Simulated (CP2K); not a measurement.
Band structure of Al2CdS4 (I-4, 7 atoms in the cell).

```xyz
7
Lattice="6.4413 0.0000 0.0000 1.5906 6.2418 0.0000 -4.0160 -3.1209 3.9525" Properties=species:S:1:pos:R:3 pbc="T T T"
Al     3.2207     0.0000     1.9763
Al     4.0160     3.1209     0.0000
Cd     0.0000     0.0000     0.0000
S      4.0425     0.8613     0.0600
S      5.0574     4.0063     1.8004
S     -2.1831     0.5836     3.8925
S      1.1151     0.7906     2.1521
```

Computed with PBEsol, GPW, DZVP-MOLOPT-SR-GTH basis, GTH-PBE potentials (GTH_POTENTIALS) (CP2K).

Settings: CUTOFF = 500 Ry; REL_CUTOFF = 50 Ry; KPOINTS/SCHEME = MONKHORST-PACK 6 6 6; GAMMA_CENTERED = T; XC_FUNCTIONAL = PBE:PBESOL; Al/BASIS_SET = DZVP-MOLOPT-SR-GTH-q3; Al/POTENTIAL = GTH-PBE-q3; Cd/BASIS_SET = DZVP-MOLOPT-SR-GTH-q12; Cd/POTENTIAL = GTH-PBE-q12; S/BASIS_SET = DZVP-MOLOPT-SR-GTH-q6; S/POTENTIAL = GTH-PBE-q6; METHOD = GPW; EPS_DEFAULT = 1e-10; EXTRAPOLATION = USE_GUESS.

The starting cell comes from a database of computed structures (which also holds hypothetical and non-ambient phases and stackings), without a prior relaxation at this level. Values carry the incompleteness of an atom-centred basis. The potentials were made for another functional than the one used.

Problem. Predict the gap along the standard path and the places of the band edges.

Solution. The gap along the path is 2.66 eV, from X to Γ; the smallest direct gap on it is 2.77 eV.

Levels in eV from the top of the valence band on the SCF mesh, bands 18 to 22:
```
point     18     19     20     21    22
-----  -----  -----  -----  -----  ----
Γ      -1.22  -0.13  -0.13  -0.11  2.66
X      -0.69  -0.28  -0.27   0.00  3.37
Y      -0.76  -0.37  -0.35  -0.13  3.67
S      -1.16  -0.90  -0.36  -0.04  4.08
Z      -1.17  -1.15  -0.41  -0.41  3.64
S1     -1.16  -0.90  -0.36  -0.04  4.08
N      -0.92  -0.84  -0.49  -0.10  4.53
P      -0.72  -0.55  -0.30  -0.13  3.67
Y1     -0.76  -0.37  -0.35  -0.13  3.67
```

Higher empty bands are left out: an atom-centred basis made for the valence describes them poorly.
